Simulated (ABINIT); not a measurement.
A self-consistent single point of Rb3Bi (Fm-3m, 4 atoms in the cell) with ABINIT.

Method of the run: LDA (PW92), norm-conserving pseudopotentials (PseudoDojo nc-sr-04 LDA standard) (plane waves; ABINIT).

The change in words: lattice scaled by 0.98. Reference geometry:
```
CELL_PARAMETERS angstrom
      0.00000     4.42135     4.42135
      4.42135     0.00000     4.42135
      4.42135     4.42135     0.00000
ATOMIC_POSITIONS crystal
  Rb 0.75000 0.75000 0.75000
  Rb 0.25000 0.25000 0.25000
  Rb 0.50000 0.50000 0.50000
  Bi 0.00000 0.00000 0.00000
```

Reference input (self-consistent single point, DFT, LDA (PW92), plane waves, norm-conserving pseudopotentials (PseudoDojo nc-sr-04 LDA standard)): pseudos = [Rb.upf, Bi.upf]; ecut = 35 Ha; ixc = 7; occopt = 3; tsmear = 0.1 eV; ngkpt = 9 9 9; nshiftk = 1; shiftk = 0 0 0; potentials = PseudoDojo nc-sr-04 LDA standard; nband = 28; kptopt = 1; nstep = 100. This run's input differs from it in these lines:

```diff
@@ -3,7 +3,7 @@
 pseudos "Rb.upf, Bi.upf"
-acell 11.8159504812 11.8159504812 11.8159504812
+acell 11.5796314181 11.5796314181 11.5796314181
 rprim
          0.0000000000    0.7071067812    0.7071067812
-         0.7071067812   -0.0000000000    0.7071067812
-         0.7071067812    0.7071067812   -0.0000000000
+         0.7071067812    0.0000000000    0.7071067812
+         0.7071067812    0.7071067812    0.0000000000
 natom 4
@@ -13,5 +13,5 @@
 xcart
-        12.5327080671   12.5327080671   12.5327080671
-         4.1775693557    4.1775693557    4.1775693557
-         8.3551387114    8.3551387114    8.3551387114
+        12.2820538490   12.2820538490   12.2820538490
+         4.0940179497    4.0940179497    4.0940179497
+         8.1880358994    8.1880358994    8.1880358994
          0.0000000000    0.0000000000    0.0000000000
```

Output (repeated stretches shortened):

```
--- !BeginCycle
solver: {iscf: 7, nstep: 100, nline: 4, wfoptalg: 0, }
tolerances: {tolvrs: 1.00E-12, }
...

     iter   Etot(hartree)      deltaE(h)  residm     vres2
 ETOT  1  -162.66655826953    -1.627E+02 6.729E-01 7.829E+02
 ETOT  2  -163.05176426096    -3.852E-01 1.087E-02 6.120E+01
 ETOT  3  -163.05602419450    -4.260E-03 4.895E-03 5.333E+00
 ETOT  4  -163.05633490442    -3.107E-04 2.673E-03 5.022E-01
 ETOT  5  -163.05634969462    -1.479E-05 2.415E-03 4.982E-02
   [... 4 lines left out ...]
 ETOT 10  -163.05635141968    -3.715E-11 3.884E-04 3.744E-09
 ETOT 11  -163.05635141968    -4.604E-12 4.423E-04 2.011E-10
 ETOT 12  -163.05635141970    -1.572E-11 2.245E-04 1.688E-12
 ETOT 13  -163.05635141969     6.821E-12 2.206E-04 3.882E-14
 At SCF step   13       vres2   =  3.88E-14 < tolvrs=  1.00E-12 =>converged.

 Cartesian components of stress tensor (hartree/bohr^3)
  sigma(1 1)= -2.78189548E-06  sigma(3 2)=  0.00000000E+00
  sigma(2 2)= -2.78189548E-06  sigma(3 1)=  0.00000000E+00
  sigma(3 3)= -2.78189548E-06  sigma(2 1)=  0.00000000E+00

 ----iterations are completed or convergence reached----

 reduced coordinates (array xred) for    4 atoms
       0.750000000000      0.750000000000      0.750000000000
       0.250000000000      0.250000000000      0.250000000000
       0.500000000000      0.500000000000      0.500000000000
       0.000000000000      0.000000000000      0.000000000000
 cartesian forces (eV/Angstrom) at end:
    1      0.00000000000000    -0.00000000000000    -0.00000000000000
   [... lines left out ...]
 Fermi (or HOMO) energy (hartree) =   0.09981   Average Vxc (hartree)=  -0.31487
   [... lines left out ...]
total_energy        : -1.63056351419693E+02
total_energy_eV     : -4.43698896929233E+03
band_energy         : -1.89004796786360E+01
...

-Cartesian components of stress tensor (GPa)         [Pressure=  8.1846E-02 GPa]
- sigma(1 1)= -8.18461769E-02  sigma(3 2)=  0.00000000E+00
- sigma(2 2)= -8.18461769E-02  sigma(3 1)=  0.00000000E+00
- sigma(3 3)= -8.18461769E-02  sigma(2 1)=  0.00000000E+00

 Calculation completed.
```

The run converged in 13 iterations. Against the reference run the free energy falls by 4.8 meV/atom and the pressure goes from -0.65 to 0.08 GPa.

The starting cell comes from a database of computed structures (which also holds hypothetical and non-ambient phases and stackings), without a prior relaxation at this level. Its lattice was rescaled by a random factor within 2.5 % of one. For this run, on top of that: lattice scaled by 0.98.

Cost on one core of a shared machine: roughly 7 min.
